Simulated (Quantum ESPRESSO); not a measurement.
**How far to go with the plane-wave cutoff: W (Im-3m, 1 atom in the cell)**

```
W
1.0
   -1.57210     1.57210     1.57210
    1.57210    -1.57210     1.57210
    1.57210     1.57210    -1.57210
W
1
Cartesian
  0.00000   0.00000   0.00000
```

Method: PBE, SSSP 1.1.2 efficiency (PBE) pseudopotentials (plane waves; Quantum ESPRESSO).

Base settings: ecutwfc = 40 Ry; ecutrho = 320 Ry; occupations = smearing; smearing = fermi-dirac; degauss = 0.0073499 Ry; potentials = {W: W_pbe_v1.2.uspp.F.UPF}; K_POINTS = automatic 13 13 13 0 0 0; conv_thr = 1e-11 Ry; mixing_beta = 0.7.

Moved along: ecutrho.

The second cell is the first with its lattice scaled by 0.98.

The mesh stays at the base's, so the ladder's end is converged at best in this setting alone.

Only quantities that move along the ladder and can be compared are tabulated.

The count of work is k-points × plane waves × bands × iterations; it is no time. 

The starting cell has typed, rounded lattice constants, without a prior relaxation at this level. Its lattice was rescaled by up to half a per cent. Spin polarisation is off. In the base run, with a pressure of about 9 GPa the cell is away from its equilibrium volume at this level.

```tsv
ecutwfc	free energy less the last step's (meV/atom)	energy of the compressed cell less the first (meV/atom)	pressure (GPa)	count of work / last
14 Ry	16472.99	162.25	-537.46	0.042
16 Ry	7774.78	247.67	-312.00	0.056
18 Ry	3440.78	158.12	-164.02	0.068
20 Ry	1455.69	137.63	-74.71	0.078
24 Ry	322.19	136.57	-1.38	0.11
28 Ry	216.43	138.89	12.30	0.13
32 Ry	200.04	138.84	10.50	0.16
36 Ry	146.47	137.19	8.52	0.19
40 Ry	86.26	137.48	8.69	0.27
44 Ry	41.36	137.93	10.02	0.32
48 Ry	18.81	137.68	11.34	0.36
54 Ry	9.98	137.57	12.31	0.43
60 Ry	9.45	137.57	12.40	0.50
70 Ry	5.90	137.44	12.17	0.63
80 Ry	1.47	137.54	12.27	0.76
96 Ry	0.00	137.54	12.43	1.0
```

Coarsest ecutwfc that holds the energy of the compressed cell less the first within 0.2 meV/atom of the last step, with all finer ones: 48 Ry, at 0.36 of the last step's count of work; the step before is off by 0.39 meV/atom.

Coarsest ecutwfc that holds the free energy within 5 meV/atom of the last step, with all finer ones: 80 Ry; the step before is off by 5.9 meV/atom.

Coarsest ecutwfc that holds the pressure within 1 GPa of the last step, with all finer ones: 54 Ry, at 0.43 of the last step's count of work; the step before is off by 1.1 GPa.

Two neighbours can agree and both be off: 54 Ry and 60 Ry differ by 0.52 meV/atom in the free energy, yet lie about 9.5 meV/atom from the last step.

At the lowest cutoff the pressure lies 550 GPa under the last step's, the usual sign of Pulay stress in an incomplete plane-wave basis.
